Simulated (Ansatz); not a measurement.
## A computed series for hypothetical P6_3/mmc Hf2BS: response to strain

Consider Hf2BS (space group P6_3/mmc, No. 194; a = 3.484 Å, c = 12.152 Å; a hypothetical phase, not in the database extracts checked). Axes: x lies along a and z along c of the hexagonal cell.

Strains are applied to the cell and any free atomic positions relax; under biaxial strain the out-of-plane vector relaxes too.

Calculations: PBE/PAW in Ansatz (an electronic-structure program), scalar-relativistic without spin-orbit coupling.

Notes on the quantities. pressure: mean of the normal stresses, compression positive.

```tsv
change	pressure	volume per atom
base	0.0 GPa	15.97 Å³
biaxial strain −0.22 %, plane normal [001], relaxed out of plane	0.5 GPa	15.91 Å³
biaxial strain +0.91 %, plane normal [001], relaxed out of plane	-1.8 GPa	16.18 Å³
isotropic strain −1.23 %	5.9 GPa	15.38 Å³
uniaxial strain ε_zz = −3.32 %	5.6 GPa	15.44 Å³
```

Without a gap, meshes like the base's 15×15×4 leave anisotropic stresses uncertain by several tenths of a GPa, and small strain energies with them. Whether these cells are dynamically stable was not tested. The final runs are not spin-polarised.
